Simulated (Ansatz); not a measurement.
Pressure series in GaN

The parent structure is GaN in the wurtzite structure (space group P6_3mc, No. 186; a = 3.1826 Å, c = 5.1853 Å).

Cell and atoms are relaxed at each pressure.

All numbers come from PBEsol (Ansatz, an electronic-structure program), spin-orbit coupling left out.

Two rows of this table had their results exchanged by mistake.

```
pressure           volume per atom (Å³)  shortest distance (Å)  band gap
-----------------  --------------------  ---------------------  --------
pressure −2 GPa                   11.50                  1.953   1.80 eV
pressure −1 GPa                   11.43                  1.949   1.84 eV
pressure 0.9 GPa                  11.32                  1.943   1.91 eV
pressure 2.1 GPa                  10.32                  1.884   2.51 eV
pressure 4.5 GPa                  11.12                  1.931   2.02 eV
pressure 9 GPa                    10.89                  1.918   2.16 eV
pressure 15 GPa                   10.62                  1.902   2.32 eV
pressure 22.5 GPa                 11.25                  1.939   1.95 eV
pressure 30 GPa                   10.07                  1.869   2.67 eV
```

Q: Which two?

A: The rows for pressure 2.1 GPa and pressure 22.5 GPa: the volume has to fall steadily with pressure, so 11.25 Å³ belongs to pressure 2.1 GPa and 10.32 Å³ to pressure 22.5 GPa.

Load acts through the strain it causes; cell and atoms are relaxed under it. Stability against distortions was not tested. Tetrahedral semiconductors of this kind turn to denser phases somewhere between about 1 and 50 GPa; those were not computed, so compressed cells here can lie past the real transition.
